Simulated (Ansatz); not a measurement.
Worked example: self-consistent single point of NaZnCl₃ (Pm-3m, 5 atoms in the cell) in Ansatz (a first-principles code).

Level of theory: PBE (plane waves, PAW; Ansatz).

```xyz
5
Lattice="4.6449 0.0000 0.0000 0.0000 4.6449 0.0000 0.0000 0.0000 4.6449" Properties=species:S:1:pos:R:3 pbc="T T T"
Na     0.0000     0.0000     0.0000
Zn     2.3225     2.3225     2.3225
Cl     0.0000     2.3225     2.3225
Cl     2.3225     2.3225     0.0000
Cl     2.3225     0.0000     2.3225
```

Reference input (self-consistent single point, DFT, PBE, plane waves, default PAW files): kpoints.mp_grid.grid = 6 6 6; hamiltonian.xc = pbe; hamiltonian.pseudopotentials = {kind: paw} (the program's default PAW files); scf.occupations.method = cold; scf.occupations.width = 0.05 eV. This run's input differs from it in these lines:

Ansatz 0.2 input:
```diff
@@ -13,3 +13,3 @@
 kpoints:
-  mp_grid: { grid: [6, 6, 6] }
+  mp_grid: { grid: [4, 4, 4], shift: [0.5, 0.5, 0.5] }
 hamiltonian:
```

Output, abridged:

```
SCF iter   1: F=—  HF=-8049.685645 eV  |F-HF|=—  |Δ(HF+E_count)|=         —  Δρ=9.90e-4  dr2=9.75e-4  ethr=1.77e-3  ⟨swp⟩=7.2  Hψ=519  notcnv=0
all-band conjugate gradients solve this SCF's bands
preconditioner: auto → Resta (q_TF=auto, 2.360 Å⁻¹)
SCF iter   2: F=—  HF=-8049.684925 eV  |F-HF|=—  |Δ(HF+E_count)|=   7.20e-4  S|Δr|=    0.00e0  Δρ=3.74e-4  dr2=1.57e-4  ethr=2.32e-6  ⟨swp⟩=2.0  Hψ=213  notcnv=0
SCF iter   3: F=—  HF=-8049.684876 eV  |F-HF|=—  |Δ(HF+E_count)|=   4.93e-5  S|Δr|=    0.00e0  Δρ=2.61e-4  dr2=8.15e-5  ethr=3.74e-7  ⟨swp⟩=2.0  Hψ=145  notcnv=0
SCF iter   4: F=—  HF=-8049.684875 eV  |F-HF|=—  |Δ(HF+E_count)|=   8.89e-7  S|Δr|=    0.00e0  Δρ=6.93e-5  dr2=5.28e-6  ethr=1.94e-7  ⟨swp⟩=2.0  Hψ=156  notcnv=0
SCF iter   5: F=—  HF=-8049.684874 eV  |F-HF|=—  |Δ(HF+E_count)|=   8.35e-7  S|Δr|=    0.00e0  Δρ=2.73e-5  dr2=1.12e-6  ethr=1.26e-8  ⟨swp⟩=2.0  Hψ=157  notcnv=0
SCF iter   6: F=-8049.684874 eV  HF=-8049.684874 eV  |F-HF|=2.97e-8  |Δ(HF+E_count)|=   1.89e-7  S|Δr|=    0.00e0  Δρ=6.34e-6  dr2=6.14e-8  ethr=2.38e-10  ⟨swp⟩=7.0  Hψ=522  notcnv=0
SCF 1 converged in 6 iterations: F = -8049.684874 eV  dr2 = 6.14e-8
Stability not checked (fill_not_monotonic)
Free energy (F): -8049.684874 eV
Internal energy: -8049.684874 eV  (E = F + TS)
E sigma→0 (E₀):  -8049.684874 eV
Fermi energy:    5.387605 eV
--- Forces (eV/Å), atoms counted from 1 ---
  atom   1  Na    -0.00000000     0.00000000    -0.00000000
   [... zero for the other atoms too ...]
--- Stress (GPa, compression-positive) ---
        9.185284       0.000000       0.000000
       -0.000000       9.185284       0.000000
        0.000000       0.000000       9.185284
  P = ⅓ Tr σ = 9.1853 GPa (91.853 kbar)
  The stress holds the Pulay correction. Without it, at fixed plane waves, as pw.x and ABINIT print it: P = 9.1453 GPa
```

The run converged in 6 iterations. Against the reference run the free energy hardly moves (within 1 meV/atom), the pressure hardly changes (9.18 to 9.19 GPa) and the gap on the mesh goes from 1.799 to 2.991 eV.

The starting cell was generated: these elements placed on a structure prototype, without a prior relaxation; it need not be a known phase or ordering of this composition. Ansatz's pressure includes its estimate of the finite-basis (Pulay) stress. Another mesh or the band path of this cell gives a smaller gap, so this value is not converged in the mesh.
